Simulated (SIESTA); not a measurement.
Several settings converged on a (110) slab of ScSi (cut from a parent of space group no. 63; 4 atoms in the cell)

```
CELL_PARAMETERS angstrom
      3.64911     0.00000     0.00000
      0.00000     5.31417     0.00000
      0.00000     0.00000    17.09189
ATOMIC_POSITIONS crystal
  Sc 0.25000 0.40068 0.53002
  Sc 0.75000 0.92169 0.46998
  Si 0.25000 0.88279 0.59045
  Si 0.75000 0.43958 0.40955
```

Base method: SIESTA 5.4.2 with LDA PW92, numerical atomic orbitals DZP, PseudoDojo LDA standard norm-conserving potentials (rewritten from UPF to PSML).

Base settings: XC.functional = LDA; XC.authors = PW92; potentials = PseudoDojo LDA standard; PAO.BasisSize = DZP; PAO.EnergyShift = 0.01 Ry; MeshCutoff = 350 Ry; kgrid.MonkhorstPack = 8 6 1; OccupationFunction = FD; ElectronicTemperature = 1160.45 K; MaxSCFIterations = 150.

**The vacuum**

The mesh stays at the base's, so the ladder's end is converged at best in this setting alone.

Only quantities that move along the ladder and can be compared are tabulated; forces are left out, as grid noise moves with the cell.

| vacuum between outermost atoms (Å) | free energy less the last step's (meV/atom) |
|---|---|
| 3.0 | -116.76 |
| 4.0 | -51.34 |
| 5.0 | -8.35 |
| 6.0 | -0.02 |
| 7.0 | -0.03 |
| 8.0 | -0.01 |
| 10.0 | -0.01 |
| 12.0 | -0.01 |
| 14.0 | -0.01 |
| 17.0 | 0.00 |
| 20.0 | 0.00 |
| 25.0 | 0.00 |
| 30.0 | 0.00 |

Smallest vacuum between outermost atoms (Å) that holds the free energy within 1 meV/atom of the last step, with all finer ones: 6.0; the step before is off by 8.4 meV/atom.

**The k-point mesh**

Only quantities that move along the ladder and can be compared are tabulated.

| kgrid.MonkhorstPack | free energy less the last step's (meV/atom) | largest difference of a force vector from the last step's (eV/Å) |
|---|---|---|
| 2 1 1 | 137.98 | 1.013 |
| 2 2 1 | -51.54 | 0.406 |
| 3 2 1 | -27.15 | 0.152 |
| 4 3 1 | -0.23 | 0.140 |
| 5 4 1 | 7.07 | 0.085 |
| 6 4 1 | 2.49 | 0.033 |
| 7 5 1 | 0.91 | 0.012 |
| 8 6 1 | -0.27 | 0.025 |
| 9 6 1 | -0.32 | 0.010 |
| 11 7 1 | -0.14 | 0.006 |
| 12 9 1 | 0.08 | 0.005 |
| 14 10 1 | 0.06 | 0.002 |
| 17 12 1 | -0.02 | 0.001 |
| 20 14 1 | 0.01 | 0.000 |
| 23 16 1 | 0.00 | 0.000 |

Coarsest kgrid.MonkhorstPack that holds the forces within 0.02 eV/Å of the last step, with all finer ones: 9 6 1; the step before is off by 0.025 eV/Å.

Coarsest kgrid.MonkhorstPack that holds the free energy within 5 meV/atom of the last step, with all finer ones: 6 4 1; the step before is off by 7.1 meV/atom.

**The depth of the slab**

Surface energy = (E_slab − N e_bulk)/2A, with e_bulk from the bulk crystal on its finest mesh (3096 k-points); errors per atom of slab and bulk, whose meshes differ, grow with N. The bulk cell stands at -4.8 GPa at this level, so the slab is strained in the plane.

The mesh stays at the base's, so the ladder's end is converged at best in this setting alone.

Only quantities that move along the ladder and can be compared are tabulated; forces are left out, as grid noise moves with the cell.

```csv
atoms,unrelaxed surface energy (J/m²)
4,2.579
8,2.690
12,2.700
16,2.699
20,2.699
24,2.698
```

Smallest size that holds the unrelaxed surface energy within 0.1 J/m² of the last step, with all finer ones: 8; the step before is off by 0.12 J/m².

On the base run: the starting cell comes from a database of computed structures (which also holds hypothetical and non-ambient phases and stackings), without a prior relaxation at this level. The slab is cut from that crystal, and its faces are unrelaxed. Its lattice was rescaled by up to half a per cent. Spin polarisation is off, though cut faces can carry moments; the slab shows no gap. Values carry the incompleteness of an atom-centred basis.

Left out of this page: 1 run of the series outside the window shown, repeating another row's setting, or not comparable.
